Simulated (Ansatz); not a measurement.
The reference is BP in the zinc blende structure (space group F-43m, No. 216; a = 4.491 Å). Axes: x, y, z lie along the cube axes.

Method: LDA (Ansatz, a program for electronic structure), without spin-orbit coupling.

Base values:

```
Item                  Result
-------------------  -------
Smallest direct gap  3.43 eV
Band gap             1.14 eV
```

One thing is altered: compressive biaxial strain of 2.00 % in the plane normal to [001], as in epitaxy on a mismatched substrate; the out-of-plane cell vector and the atoms relax.

Q: What happens to the smallest direct gap, ratio −ε⊥/ε∥, energy relative to the base, in-plane stress and band gap?

A: The smallest direct gap shrinks by 0.10 eV, from 3.43 eV to 3.33 eV; the ratio −ε⊥/ε∥ comes out as 0.47; the energy increases by 12 meV/atom; the mean in-plane stress (compression positive) is +8.6 GPa; the band gap drops by 0.267 eV to 0.88 eV.

Whether these cells are dynamically stable was not tested.
